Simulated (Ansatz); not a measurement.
The starting structures come from a database of crystals and need not be the phases stable at ambient conditions.

The decay constant κ of evanescent states in the gap governs leakage through a thin film.

Consider the following.

```yaml
crystal:
  lattice:
    - [4.94191, 0.00000, 0.00000]
    - [2.47096, 6.59656, 0.00000]
    - [2.47096, -0.92558, 2.29105]
  atoms:
    - { symbol: Pt, position: [0.00000, 0.50000, 0.00000] }
    - { symbol: Pt, position: [0.00000, 0.00000, 0.50000] }
    - { symbol: S, position: [0.25000, 0.75000, 0.75000] }
    - { symbol: S, position: [0.75000, 0.25000, 0.25000] }
```

Space group of this cell: P4_2/mmc. The cell is taken as given.

Transport runs along the normal of the first two printed cell vectors, the (111) plane of the conventional cell.

The gap is the functional's own. No spin-orbit coupling. Mid-gap values are interpolated on the energy grid.

Q: State the band gap and the smallest decay constant κ at mid-gap according to Ansatz (a program for electronic structure) with r2SCAN.

A: Gap 0.78 eV on a 14×14×14 mesh; κ = 0.124 1/Å, at (0.000, 0.500) of the in-plane reciprocal vectors. At the zone centre, at the nearest computed energy, the slowest state has κ = 0.28 1/Å.
